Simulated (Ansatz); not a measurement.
Consider the following.

```
Ir
1.0
    2.61418     0.00000     0.00000
    0.00000     3.69701     0.00000
    1.30709     1.84850     1.38991
Ir
1
Direct
  0.00000   0.00000   0.00000
```

No spin polarisation.

Method: DFT with PBEsol, PAW potentials and a 420 eV plane-wave cutoff in Ansatz (a quantum-chemistry and plane-wave program), no SOC. Settings: 29×29×29 k-points, 0.1 eV Fermi–Dirac smearing.

Task: Predict the band gap and pressure.

Result: The band gap comes out as zero and the pressure (mean of the normal stresses, compression positive) is 21.5 GPa.

The cells carry an imposed strain or load. Whether these cells are dynamically stable was not tested. All final runs are without spin polarisation. The cell was made from Ir in the fcc (Cu type) structure (space group Fm-3m, No. 225) by this change: biaxial strain −3.50 %, plane normal [110], relaxed out of plane.
